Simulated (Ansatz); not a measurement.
Results of r²SCAN (Ansatz, a first-principles code, PAW) for antifluorite Mg2C (high-pressure phase).

Numerical settings: plane-wave cutoff 600 eV, 12×12×12 k mesh, scalar-relativistic PAW data made under PBE.

Computed at the level's own relaxed cell.

```yaml
crystal:
  lattice:
    - [0.00000, 2.71119, 2.71119]
    - [2.71119, 0.00000, 2.71119]
    - [2.71119, 2.71119, 0.00000]
  atoms:
    - { symbol: Mg, position: [0.25000, 0.25000, 0.25000] }
    - { symbol: Mg, position: [0.75000, 0.75000, 0.75000] }
    - { symbol: C, position: [0.00000, 0.00000, 0.00000] }
```

**Question.** Give the elastic tensor (Voigt notation, GPa, ions relaxed, in the Cartesian axes of the cell as printed).

**Answer.** 
```
  300.2    -2.6    -2.6     0.0     0.0     0.0
   -2.6   300.2    -2.6     0.0     0.0     0.0
   -2.6    -2.6   300.2     0.0     0.0     0.0
    0.0     0.0     0.0    60.9     0.0     0.0
    0.0     0.0     0.0     0.0    60.9     0.0
    0.0     0.0     0.0     0.0     0.0    60.9
```
